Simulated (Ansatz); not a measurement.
Levels about the gap of amorphous silicon oxide (Si24O47) (71 atoms in a cell of 1075 Å³, 2.20 g/cm³; zone centre alone, so wide bands show as single levels with stretches between that a denser mesh fills), at the geometry that PBE relaxed, where it gives 0.5 GPa on a denser mesh. The participation number counts the atoms over which a state spreads; weights are charges in smoothed Voronoi cells. The levels come from a single point, so bond lengths are those of that geometry. Method of the levels: PBE, scalar-relativistic without spin-orbit coupling (Ansatz, a program for electronic structure). Sampling: the zone centre alone; Fermi-Dirac width 0.02 eV; no spin polarisation. The usual formal charges leave 2 electrons over, so the level spacing at the Fermi energy parts defect or band states and needn't be the band gap. At PBE the levels at the filled edge of the gap are localised (band-tail or defect states), and the nearest spread-out levels lie 5.5 eV apart at the zone centre.

A CHGNet melt-quench gave the starting glass, which DFT then relaxed. O atoms were pushed apart under 1.9 Å during the dynamics, to hinder bonds among them. The hot cell started wider than the set density and was brought back towards it in steps. It is the lowest in DFT energy of 2 quenches. It is a model cell: composition and starting density were chosen by hand, and all elements were melted together. No dispersion term was used. Its density started from a set value of 2.20 and ended at 2.20 g/cm³. The simulated quench (nominally 320 K/ps over its main leg) is rapid and tends to freeze in more defects than a deposited or slowly cooled glass has. One small periodic cell is one sample of the glass; other quenches scatter about these values. The volume was held where the preparation left it and the shape relaxed, at a PBE pressure of 0.5 GPa. Stress components on the final sampling reach 1.5 GPa. Cycles of charging lowered its energy after that relaxation.

| E - E(highest filled), eV | filling | participation number | largest on | weight O | weight Si |
|---|---|---|---|---|---|
| -1.09 | filled | 23.9 | O, 2 neighbours | 0.96 | 0.04 |
| -1.07 | filled | 20.3 | O, 2 neighbours | 0.96 | 0.04 |
| -1.02 | filled | 24.0 | O, 2 neighbours | 0.97 | 0.03 |
| -1.01 | filled | 12.1 | O, 2 neighbours | 0.96 | 0.04 |
| -0.94 | filled | 22.1 | O, 2 neighbours | 0.97 | 0.03 |
| -0.88 | filled | 10.3 | O, 2 neighbours | 0.96 | 0.04 |
| 0.00 | filled | 6.7 | Si, 4 neighbours | 0.51 | 0.49 |
| 4.56 | empty | 12.9 | Si, 4 neighbours | 0.51 | 0.49 |
| 4.73 | empty | 24.1 | Si, 4 neighbours | 0.59 | 0.41 |
| 5.86 | empty | 25.0 | Si, 4 neighbours | 0.60 | 0.40 |
| 6.09 | empty | 19.7 | Si, 4 neighbours | 0.60 | 0.40 |
| 6.34 | empty | 44.5 | O, 2 neighbours | 0.67 | 0.33 |
| 6.52 | empty | 38.3 | Si, 4 neighbours | 0.64 | 0.36 |
| 6.68 | empty | 51.5 | O, 2 neighbours | 0.69 | 0.31 |

Most localised among these is the filled level at +0.00 eV, on a Si atom, which has 4 neighbours (O 1.62 Å, O 1.65 Å, O 1.66 Å, Si 2.53 Å).
